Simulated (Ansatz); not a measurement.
Subject: the energy of the reaction as written. Reaction: cell B → cell A. Negative: the products are lower in energy.

Cell A: a sheet of composition La2, 2 atoms, hexagonal cell of 5.14 Å (22.9 Å²), symmetry P6/mmm, 0.0 Å thick under 16 Å of vacuum, in-plane vectors relaxed; planes from bottom to top: La2, all atoms in one plane; a model cell; spin state with PBE: parallel moments, net moment 2.1 μB a cell, k-point mesh 12×12×1.
```
La
1.0
    5.14311     0.00000     0.00000
   -2.57155     4.45406     0.00000
    0.00000     0.00000    16.00000
La
2
Direct
  0.33333   0.66667   0.50000
  0.66667   0.33333   0.50000
```

Cell B: a sheet of composition La2, 2 atoms, hexagonal cell of 3.69 Å (11.8 Å²), symmetry P-3m1, 2.8 Å thick under 14 Å of vacuum, in-plane vectors relaxed; planes from bottom to top: La × 2; a model cell; spin state with PBE: no moments, k-point mesh 18×18×1.
```
CELL_PARAMETERS angstrom
      3.68725     0.00000     0.00000
     -1.84363     3.19325     0.00000
      0.00000     0.00000    17.18164
ATOMIC_POSITIONS crystal
  La 0.33333 0.66667 0.58240
  La 0.66667 0.33333 0.41760
```

Plane-wave PAW calculations with Ansatz (a program for electronic structure), its default PAW set, cutoff 420 eV. The structures are at rest with PBE. Neutral cells; Fermi-Dirac smearing of at most 0.10 eV in the solids, energies taken to zero width. A dispersion term (D3(BJ), or D4 for r2SCAN) was computed beside these levels and is taken off wherever the name lacks it. No zero-point or thermal terms. The runs are scalar-relativistic, without spin-orbit coupling. Spin states are those reached from the starting moments, not proven ground states. The cells' k-point meshes differ in density, so the last digit is unsettled. Small moments in a metal shrink under a smearing of 0.1 eV, so the spin state is less sure. Cell A has symmetry P6/mmm and got no random move, so less symmetric positions, which may lie lower, weren't tried. Cell B has symmetry P-3m1 and got no random move, so less symmetric positions, which may lie lower, weren't tried.

Problem. What value does PBE give?

Solution. 3.09 eV, for cell B → cell A.
